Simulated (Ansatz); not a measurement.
TiC: energy against volume

TiC (rock salt, Fm-3m, 9.670 Å³/atom and stress up to 0.01 GPa in the relaxed cell, cube axes along x, y and z) under an equal strain ε along all three axes. LDA in Ansatz, a plane-wave DFT program (PAW, default set), 420 eV, 23×23×23 Γ-centred mesh, Fermi-Dirac smearing 0.10 eV; ions are relaxed, or left where forces stay under 0.02 eV/Å, within the symmetry of each cell.

Here V stands for volume and E for E less E0.

```csv
volume (Å³/atom),E less E0 (meV/atom),pressure (GPa)
8.8254,?,?
9.1012,32.42,19.29
9.2412,17.94,14.00
9.3827,7.82,9.03
9.5255,1.91,4.37
9.6699,0.00,0.00
9.8156,1.92,-4.09
9.9629,7.50,-7.93
10.1116,16.57,-11.51
10.2617,28.99,-14.87
```

Problem. Using the third-order Birch-Murnaghan form, a cubic in V^(-2/3), estimate the missing E at V = 8.8254 from the other rows, showing the fit.

Solution. With u = V^(-2/3) - 0.220, the rows have u = 0.009404, 0.007081, 0.004792, 0.002540, 0.000319, -0.001867, -0.004022, -0.006145, -0.008235. Least squares gives E = 0.044 - 266.64·u + 394439·u² + 2920·u³. Residuals (row less fit): -0.001, 0.006, -0.004, -0.002, 0.001, 0.003, 0.003, -0.006, 0.003; standard error 0.005 (degrees of freedom: 5). Its minimum lies at u = 0.000338, so V0 = (0.220338)^(-3/2) = 9.669. There d²E/du² = 788900 and d³E/du³ = 17520, so B0 = (4/9) × 9.669^(-7/3) × 788900 × 0.160218 = 282 GPa (the last factor turns the table's units into GPa), and B0' = 4 + (2/3) × 0.220338 × (17520)/788900 = 4.0. B0' rests on the cubic coefficient alone and has a standard error of 0.1 from these residuals. At the withheld row, u = 0.014159, so E = 0.044 - 266.64 × 0.014159 + 394439 × 0.014159² + 2920 × 0.014159³ = 75.353 meV/atom. The calculation gives 75.31 meV/atom, 0.043 meV/atom below the prediction (0.1 % of the range of E in the table). The row lies outside the fitted rows, so this is an extrapolation. The scatter of the fitted rows lies at the last printed digit.

In a metal these values are sensitive to mesh and smearing; energies are taken to zero smearing, stresses follow the free energy. The runs aren't spin-polarised. Other structures, which can take over under pressure, weren't tried. The same form fitted to the pressure column gives B0' = 4.0; series where the two differ by over 0.4 aren't shown. Rows are the converged runs of the series near zero and its far end, less any whose ions stayed unrelaxed beside relaxed ones; series whose fitted rows scatter by over a few per cent of the range, as at a crossing or softening among them, aren't shown in this form.
